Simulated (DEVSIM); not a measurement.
Device: illuminated Si p-on-n cell, one wavelength, at 350 K.

| layer (left to right) | material | thickness (μm) | Nd (cm⁻³) | Na (cm⁻³) | τn (s) | τp (s) | absorption coefficient (cm⁻¹) |
|---|---|---|---|---|---|---|---|
| 1 | Si | 0.160 | - | 1.1e19 | 2e-5 | 5e-5 | 220 |
| 2 | Si | 99.0 | 2.5e15 | - | 0.00052 | 0.00052 | 220 |

Left contact: ohmic, minority electron recombination velocity 200 cm/s. Right contact: ohmic, minority hole recombination velocity 100 cm/s. Voltage is applied to the left contact. Recombination: SRH at mid-gap, radiative, Auger. Gap narrowing is on: ΔEg = 6.92 meV × (l + √(l² + 0.5)), l = ln(N/1.3e17 cm⁻³), shared equally by both band edges. Light enters at the left, 2.6e18 photons cm⁻² s⁻¹, one pass, no reflection. Mobility is μmin + (μ − μmin)/(1 + (N/Nref)^α).

The device is made up for the run: typed textbook-type constants, with dimensions and the other settings drawn at random. Values at 300 K; Nc and Nv go as T^1.5, mobilities as T to minus their exponent, the gap by Varshni's rule with the affinity fixed.

| parameter | Si |
|---|---|
| gap (eV) | 1.124 |
| affinity (eV) | 4.05 |
| permittivity | 11.7 |
| Nc (cm⁻³) | 2.86e19 |
| Nv (cm⁻³) | 3.1e19 |
| μn (cm²/Vs) | 1417 |
| μp (cm²/Vs) | 470 |
| μn,min | 52 |
| μp,min | 45 |
| Nref,n | 9.7e16 |
| Nref,p | 2.2e17 |
| αn | 0.68 |
| αp | 0.72 |
| T exponent of μn | 2.3 |
| T exponent of μp | 2.2 |
| B (cm³/s) | 4.7e-15 |
| Cn (cm⁶/s) | 2.8e-31 |
| Cp (cm⁶/s) | 9.9e-32 |
| Varshni α (eV/K) | 0.000473 |
| Varshni β (K) | 636 |

Model (solved in DEVSIM): 1D drift-diffusion, Boltzmann statistics, complete ionisation; no tunnelling, impact ionisation, image-force lowering or self-heating.

The photon flux was swept, all else fixed.

```
photon flux (cm^-2 s^-1)  open-circuit voltage (V)  fill factor  largest power (mW/cm²)  short-circuit current (mA/cm²)
------------------------  ------------------------  -----------  ----------------------  ------------------------------
7.8e16                                       0.490         0.77                    4.06                            10.7
2.6e17                                       0.528         0.78                    14.7                            35.7
7.8e17                                  (withheld)         0.79                    47.6                      (withheld)
2.6e18                                       0.603         0.79                     170                             358
7.8e18                                       0.640         0.79                     542                            1080
2.6e19                                       0.682         0.78                    1900                            3590
7.8e19                                       0.724         0.76                    5940                           10800
```

**Question.** Complete the blanks.

**Answer.** 
- 7.8e17, open-circuit voltage (V): 0.563
- 7.8e17, short-circuit current (mA/cm²): 107
